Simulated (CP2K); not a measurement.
CP2K run on Sb (R-3m, 2 atoms in the cell): self-consistent single point.

Computed with PBEsol, GPW, DZVP-MOLOPT-SR-GTH basis, GTH-PBE potentials (GTH_POTENTIALS) (CP2K).

```
CELL_PARAMETERS angstrom
      4.55280     0.00000     0.00000
      2.49648     3.80731     0.00000
      2.49648     1.34835     3.56056
ATOMIC_POSITIONS crystal
  Sb 0.26826 0.26826 0.26826
  Sb 0.73174 0.73174 0.73174
```

Reference input (self-consistent single point, DFT PBE, GPW, DZVP-MOLOPT-SR-GTH basis, GTH-PBE potentials (GTH_POTENTIALS)): CUTOFF = 400 Ry; REL_CUTOFF = 50 Ry; SMEAR/METHOD = FERMI_DIRAC; ELECTRONIC_TEMPERATURE = 1578.21 K; KPOINTS/SCHEME = MONKHORST-PACK 8 8 8; GAMMA_CENTERED = T; XC_FUNCTIONAL = PBE; Sb/BASIS_SET = DZVP-MOLOPT-SR-GTH-q5; Sb/POTENTIAL = GTH-PBE-q5; METHOD = GPW; EPS_DEFAULT = 1e-10; NGRIDS = 4. This run's input differs from it in these lines:

```diff
@@ -44,3 +44,6 @@
     &XC
-      &XC_FUNCTIONAL PBE
+      &XC_FUNCTIONAL
+        &PBE
+          PARAMETRIZATION PBESOL
+        &END PBE
       &END XC_FUNCTIONAL
```

Output, abridged:

```
 SCF WAVEFUNCTION OPTIMIZATION

  Step     Update method      Time    Convergence         Total energy    Change
     1 NoMix/Diag. 0.30E+00      -     0.33408390       -11.1251206927 -1.11E+01
     2 Broy./Diag. 0.30E+00      -     0.00207007       -11.1661694126 -4.10E-02
     3 Broy./Diag. 0.30E+00      -     0.00966124       -11.0717400768  9.44E-02
     4 Broy./Diag. 0.30E+00      -     0.00026105       -11.0593570444  1.24E-02
     5 Broy./Diag. 0.30E+00      -     0.00069579       -11.0438043558  1.56E-02
     6 Broy./Diag. 0.30E+00      -     0.00010372       -11.0422910771  1.51E-03
   [... 5 lines left out ...]
    12 Broy./Diag. 0.30E+00      -     0.00000350       -11.0423202420  7.79E-06
    13 Broy./Diag. 0.30E+00      -     0.00000030       -11.0423183787  1.86E-06
    14 Broy./Diag. 0.30E+00      -     0.00000078       -11.0423163999  1.98E-06
    15 Broy./Diag. 0.30E+00      -     0.00000005       -11.0423158897  5.10E-07
  *** SCF run converged in    15 steps ***

  Overlap energy of the core charge distribution:               0.00000000062769
  Self energy of the core charge distribution:                -23.90633828592188
  Core Hamiltonian energy:                                      4.93474829549693
  Hartree energy:                                              10.70067804266686
  Exchange-correlation energy:                                 -2.77060701183694
  Electronic entropic energy:                                  -0.00079693066664
  Fermi energy:                                                 0.19296495484523

  Total energy:                                               -11.04231588968742
  Total energy (extrapolated to T->0):                        -11.04191742435410

                     Mulliken Population Analysis

   [... lines left out ...]

 STRESS| Analytical stress tensor [bar]
 STRESS|                        x                   y                   z
 STRESS|      x        1.57905730535E+04  -1.77785879749E+03  -1.22768964958E+03
 STRESS|      y       -1.77785879749E+03   1.81220237915E+04  -6.63101172704E+02
 STRESS|      z       -1.22768964958E+03  -6.63101172704E+02   1.86244174859E+04
 STRESS| 1/3 Trace                                             1.75123381103E+04
```

The run converged in 15 iterations. Against the reference run the pressure goes from 2.81 to 1.75 GPa and the largest force goes from 0.319 to 0.416 eV/Å.

The starting cell comes from a database of computed structures (which also holds hypothetical and non-ambient phases and stackings), without a prior relaxation at this level. Its lattice was rescaled by a random factor within 2.5 % of one. Values carry the incompleteness of an atom-centred basis. The potentials were made for another functional than the one used.

Cost on one core of a shared machine: roughly 60 s.
